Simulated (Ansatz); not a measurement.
How the elastic constant C44 of L1₂ (Cu3Au-type) Ni3Si moves with the method

No measured value is used here.

```
level (code)     value (GPa)  cell (Å³/atom)
---------------  -----------  --------------
LDA (Ansatz)             155           10.07
PBE (Ansatz)             131           10.78
PBEsol (Ansatz)          148           10.36
r²SCAN (Ansatz)          150           10.40
```

The crystal itself was run without spin with LDA, PBE, PBEsol, r²SCAN; a magnetic state was not tried in these runs. Each level is taken at its own relaxed cell. Cutoffs differ between the levels. Ansatz's density-functional and Hartree–Fock values are scalar-relativistic unless marked +SOC, with PAW data made under PBE.

Ansatz is a first-principles code.
